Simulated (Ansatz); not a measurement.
Defect migration in corundum: interstitial Al, charge state +3. Method: PBE, PAW (plane waves to 420 eV; Ansatz, a first-principles code).

Cell of 120 host sites held at the relaxed PBE lattice; the Γ point alone; Fermi-Dirac width 0.01 eV, spin-restricted; finite-size errors left in. Energies are static. The charge state is imposed; whether it is stable for some Fermi level was not computed. Sites that were not tried may lie lower. The start lies 0.96 eV above the lowest site run (PBE).

Barriers: single points on a 2×2×2 k-point mesh shifted by half a step along c at the bands' geometries.

The step: a concerted move, in which Al travels most (a rearrangement that moves the defect's centre by under 1 Å). Atoms about the jump, Cartesian Å from the middle of the jump, before and after:

```json
[
 {"atom": "Al1", "x0": "0.00", "y0": "0.00", "z0": "0.61", "x1": "0.00", "y1": "0.00", "z1": "-0.61"},
 {"atom": "O2", "x0": "-0.79", "y0": "1.42", "z0": "0.00", "x1": "-0.84", "y1": "1.39", "z1": "0.00"},
 {"atom": "O3", "x0": "1.62", "y0": "-0.03", "z0": "0.00", "x1": "1.62", "y1": "0.03", "z1": "0.00"},
 {"atom": "O4", "x0": "-0.84", "y0": "-1.39", "z0": "0.00", "x1": "-0.79", "y1": "-1.42", "z1": "0.00"},
 {"atom": "O5", "x0": "0.85", "y0": "-1.35", "z0": "2.20", "x1": "0.94", "y1": "-1.44", "z1": "2.22"},
 {"atom": "O6", "x0": "0.75", "y0": "1.41", "z0": "2.20", "x1": "0.78", "y1": "1.54", "z1": "2.22"},
 {"atom": "O7", "x0": "-1.59", "y0": "-0.06", "z0": "2.20", "x1": "-1.72", "y1": "-0.10", "z1": "2.22"},
 {"atom": "O8", "x0": "0.78", "y0": "-1.54", "z0": "-2.22", "x1": "0.75", "y1": "-1.41", "z1": "-2.20"},
 {"atom": "O9", "x0": "0.94", "y0": "1.44", "z0": "-2.22", "x1": "0.85", "y1": "1.35", "z1": "-2.20"},
 {"atom": "O10", "x0": "-1.72", "y0": "0.10", "z0": "-2.22", "x1": "-1.59", "y1": "0.06", "z1": "-2.20"},
 {"atom": "Al11", "x0": "0.00", "y0": "0.00", "z0": "3.11", "x1": "0.00", "y1": "0.00", "z1": "2.69"},
 {"atom": "Al12", "x0": "0.00", "y0": "0.00", "z0": "-2.69", "x1": "0.00", "y1": "0.00", "z1": "-3.11"},
 {"atom": "Al13", "x0": "-0.02", "y0": "2.83", "z0": "0.82", "x1": "-0.02", "y1": "2.75", "z1": "0.85"},
 {"atom": "Al14", "x0": "2.46", "y0": "-1.39", "z0": "0.82", "x1": "2.39", "y1": "-1.36", "z1": "0.85"},
 {"atom": "Al15", "x0": "-2.44", "y0": "-1.43", "z0": "0.82", "x1": "-2.38", "y1": "-1.39", "z1": "0.85"},
 {"atom": "Al16", "x0": "2.39", "y0": "1.36", "z0": "-0.85", "x1": "2.46", "y1": "1.39", "z1": "-0.82"},
 {"atom": "Al17", "x0": "-0.02", "y0": "-2.75", "z0": "-0.85", "x1": "-0.02", "y1": "-2.83", "z1": "-0.82"},
 {"atom": "Al18", "x0": "-2.38", "y0": "1.39", "z0": "-0.85", "x1": "-2.44", "y1": "1.43", "z1": "-0.82"},
 {"atom": "O19", "x0": "1.66", "y0": "2.87", "z0": "0.01", "x1": "1.65", "y1": "2.87", "z1": "-0.01"},
 {"atom": "O20", "x0": "1.65", "y0": "-2.87", "z0": "0.01", "x1": "1.66", "y1": "-2.87", "z1": "-0.01"},
 {"atom": "O21", "x0": "-3.31", "y0": "0.00", "z0": "0.01", "x1": "-3.31", "y1": "0.00", "z1": "-0.01"},
 {"atom": "O22", "x0": "3.16", "y0": "-0.13", "z0": "2.23", "x1": "3.16", "y1": "-0.12", "z1": "2.21"},
 {"atom": "O23", "x0": "-1.69", "y0": "-2.67", "z0": "2.23", "x1": "-1.68", "y1": "-2.67", "z1": "2.21"},
 {"atom": "O24", "x0": "-1.46", "y0": "2.80", "z0": "2.23", "x1": "-1.47", "y1": "2.79", "z1": "2.21"},
 {"atom": "O25", "x0": "3.16", "y0": "0.12", "z0": "-2.21", "x1": "3.16", "y1": "0.13", "z1": "-2.23"},
 {"atom": "O26", "x0": "-1.47", "y0": "-2.80", "z0": "-2.21", "x1": "-1.46", "y1": "-2.80", "z1": "-2.23"},
 {"atom": "O27", "x0": "-1.68", "y0": "2.67", "z0": "-2.21", "x1": "-1.69", "y1": "2.67", "z1": "-2.23"}
]
```

### Question
Where do these atoms stand at the saddle point, and how high is it?

### Answer

```csv
atom,x,y,z
Al1,-0.03,-0.01,0.02
O2,-0.87,1.45,0.02
O3,1.66,-0.01,0.02
O4,-0.87,-1.47,0.02
O5,0.89,-1.42,2.23
O6,0.73,1.48,2.23
O7,-1.70,-0.10,2.23
O8,0.74,-1.51,-2.20
O9,0.89,1.40,-2.20
O10,-1.70,0.08,-2.20
Al11,-0.03,-0.01,2.93
Al12,-0.03,-0.01,-2.89
Al13,-0.04,2.80,0.88
Al14,2.42,-1.41,0.88
Al15,-2.46,-1.43,0.88
Al16,2.42,1.39,-0.85
Al17,-0.04,-2.83,-0.85
Al18,-2.46,1.41,-0.85
O19,1.63,2.86,0.02
O20,1.63,-2.88,0.02
O21,-3.34,-0.01,0.02
O22,3.13,-0.14,2.24
O23,-1.72,-2.68,2.24
O24,-1.50,2.79,2.24
O25,3.13,0.12,-2.21
O26,-1.50,-2.81,-2.21
O27,-1.72,2.66,-2.21
```
It lies 0.26 eV above the start and 0.26 eV above the end. The program found a first-order saddle point.
